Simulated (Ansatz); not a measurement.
System: B20 (FeSi-type) CoSi. Method: PBE (Ansatz, a quantum-chemistry and plane-wave program, PAW).

Numerical settings: plane-wave cutoff 520 eV, 12×12×12 k mesh, Fermi–Dirac smearing 0.05 eV, no spin polarisation, scalar-relativistic PAW data made under PBE.

Shape and atoms are relaxed at each volume.

Pressure at four volumes; x = ln(V/10.873 Å³). One pressure is withheld.

```tsv
V (Å³/atom)	x	P (GPa)
10.438	-0.0408	9.86
10.873	0.0000	0.00
11.090	0.0198	-4.13
11.307	0.0391	?
```

Question: Pass a parabola P(x) through the three rows shown, estimate the bulk modulus and its pressure derivative near zero pressure, and predict the withheld pressure.

Answer: Slopes between the rows: (0.00 − (9.86))/(0.0000 − (-0.0408)) = -241.67 and (-4.13 − (0.00))/(0.0198 − (0.0000)) = -208.59 GPa. Their difference over the span 0.0606 is c = 33.08/0.0606 = 545.9 GPa, so P(x) = 9.86 + (-241.67)(x − (-0.0408)) + 545.9 (x − (-0.0408))(x − (0.0000)). At the middle row B = −dP/dx = −[-241.67 + 545.9 × 0.0408] = 219.4 GPa, and B′ = dB/dP = 2c/B = 5.0. At x = 0.0391 the parabola gives -7.74 GPa; the run gives -7.78 GPa. The Birch–Murnaghan fit to the energies at all volumes has B0 = 219 GPa and B′ = 4.9.

Measured, for comparison: bulk modulus 207 GPa (temperature not stated, no zero-point or thermal correction; as tabulated in Electronic Structure of B20 (FeSi-Type) Transition-Metal Monosilicides …). Computed less measured: bulk modulus +6 %. A static lattice is as a rule a little smaller and stiffer than an uncorrected measurement, which can account for part of this in the bulk modulus.
